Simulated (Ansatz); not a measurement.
Worked example: self-consistent single point of Ge2Mo (I4mm, 3 atoms in the cell) in Ansatz (a program for electronic structure).

Computed with LDA (PW92), harder PAW files (source: ansatz) made with PBE (plane waves; Ansatz).

The change in words: lattice scaled by 0.98; basis.ecutwfc: 420 eV → 575 eV; hamiltonian.pseudopotentials: {kind: paw} (the program's default PAW files) → {kind: paw, source: ansatz}. Reference geometry:
```xyz
3
Lattice="-1.6684 1.6684 4.1137 1.6684 -1.6684 4.1137 1.6684 1.6684 -4.1137" Properties=species:S:1:pos:R:3 pbc="T T T"
Ge     0.0000     0.0000     5.4938
Ge     0.0000     0.0000     2.7835
Mo     0.0000     0.0000     0.0000
```

Reference input (self-consistent single point, DFT, LDA (PW92), plane waves, default PAW files made with PBE): basis.ecutwfc = 420 eV; kpoints.mp_grid.grid = 8 8 8; hamiltonian.xc = lda; hamiltonian.pseudopotentials = {kind: paw} (the program's default PAW files); scf.occupations.method = gaussian; scf.occupations.width = 0.1 eV. This run's input differs from it in these lines:

Ansatz 0.2 input:
```diff
@@ -2,5 +2,5 @@
   lattice:
-    - [-1.668395, 1.668395, 4.113656]
-    - [1.668395, -1.668395, 4.113656]
-    - [1.668395, 1.668395, -4.113656]
+    - [-1.635027, 1.635027, 4.031383]
+    - [1.635027, -1.635027, 4.031383]
+    - [1.635027, 1.635027, -4.031383]
   atoms:
@@ -10,3 +10,3 @@
 basis:
-  ecutwfc: 420.0
+  ecutwfc: 575.0
 kpoints:
@@ -18,2 +18,3 @@
     kind: paw
+    source: ansatz
 scf:
```

Output (repeated stretches shortened):

```
SCF iter   1: F=—  HF=-13283.363665 eV  |F-HF|=—  |Δ(HF+E_count)|=         —  Δρ=8.96e-2  dr2=5.26e0  ethr=3.10e-3  ⟨swp⟩=6.2  Hψ=6826  notcnv=0
all-band conjugate gradients solve this SCF's bands
preconditioner: auto → Kerker (q_TF=auto, 2.716 Å⁻¹)
SCF iter   2: F=—  HF=-13282.209860 eV  |F-HF|=—  |Δ(HF+E_count)|=    1.15e0  Δρ=2.97e-2  dr2=3.02e-1  ethr=3.10e-3  ⟨swp⟩=3.0  Hψ=3621  notcnv=0  defer=45
   [... lines left out ...]
SCF iter   5: F=—  HF=-13282.123580 eV  |F-HF|=—  |Δ(HF+E_count)|=   5.85e-4  Δρ=4.61e-4  dr2=9.92e-5  ethr=3.90e-6  ⟨swp⟩=2.9  Hψ=3185  notcnv=0  defer=45
SCF iter   6: F=—  HF=-13282.123529 eV  |F-HF|=—  |Δ(HF+E_count)|=   5.14e-5  Δρ=2.34e-4  dr2=4.41e-5  ethr=2.36e-7  ⟨swp⟩=2.6  Hψ=2966  notcnv=0  defer=45
SCF iter   7: F=—  HF=-13282.123518 eV  |F-HF|=—  |Δ(HF+E_count)|=   1.05e-5  Δρ=7.00e-5  dr2=2.83e-6  ethr=1.05e-7  ⟨swp⟩=2.4  Hψ=2546  notcnv=0  defer=45
SCF iter   8: F=-13282.123517 eV  HF=-13282.123517 eV  |F-HF|=6.66e-8  |Δ(HF+E_count)|=   8.01e-7  Δρ=1.17e-5  dr2=6.25e-8  ethr=2.38e-10  ⟨swp⟩=11.1  Hψ=10764  notcnv=0
SCF 1 converged in 8 iterations: F = -13282.123517 eV  dr2 = 6.25e-8
Free energy (F): -13282.123517 eV
Internal energy: -13282.120162 eV  (E = F + TS)
E sigma→0 (E₀):  -13282.121840 eV
Entropy (-TS):   -0.003355 eV (-1.118 meV/atom)
Fermi energy:    19.067075 eV
--- Forces (eV/Å), atoms counted from 1 ---
  atom   1  Ge     0.00000000     0.00000000    -0.51727685
  atom   2  Ge    -0.00000000     0.00000000     0.26134580
  atom   3  Mo    -0.00000000     0.00000000     0.25592584
--- Stress (GPa, compression-positive) ---
        1.844228       0.000000       0.000000
        0.000000       1.844228       0.000000
        0.000000       0.000000       2.841223
  P = ⅓ Tr σ = 2.1766 GPa (21.766 kbar)
  The stress holds the Pulay correction. Without it, at fixed plane waves, as pw.x and ABINIT print it: P = -18.2467 GPa
```

The run converged in 8 iterations. Against the reference run the pressure goes from -8.66 to 2.18 GPa and the largest force goes from 0.589 to 0.517 eV/Å.

The starting cell comes from a database of computed structures (which also holds hypothetical and non-ambient phases and stackings), without a prior relaxation at this level. Its lattice was rescaled by up to half a per cent. One atom was moved a little off its site on purpose. For this run, on top of that: lattice scaled by 0.98. Spin polarisation is off. Ansatz's pressure includes its estimate of the finite-basis (Pulay) stress. Without the estimate this run gives -18.25 GPa. The cutoff lies below the one recommended for these files.
